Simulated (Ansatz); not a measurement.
C vacancy (V_C) in 3C silicon carbide (start: the C site; 64-site cell, 2×2×2 shifted sampling), C-rich (Δμ(C) = 0.00 eV; only phases computed here count, gases as isolated molecules at 0 K). The numbers are results of PBE, PAW (plane waves to 420 eV; Ansatz, a program for electronic structure), not measurements. In charge state +2 (not spin-polarised) the formation energy is 1.83 eV with the Fermi level at the valence-band maximum; take the Fermi level 0.50 eV above it, where this charge is the stable one. The crystal has 4.76 × 10^22 C sites per cm³.

Task: Estimate the equilibrium concentration at 1100 K in the dilute limit, leaving out vibrational entropy and degeneracy.

Result: E_f = 1.83 + (+2)(0.5) = 2.83 eV; kT = 0.0948 eV; c = N exp(−E_f / kT) = 4.76 × 10^22 × exp(−29.9) ≈ 5 × 10^9 cm^-3. An error of 0.2 eV in E_f moves this by a factor of 8.
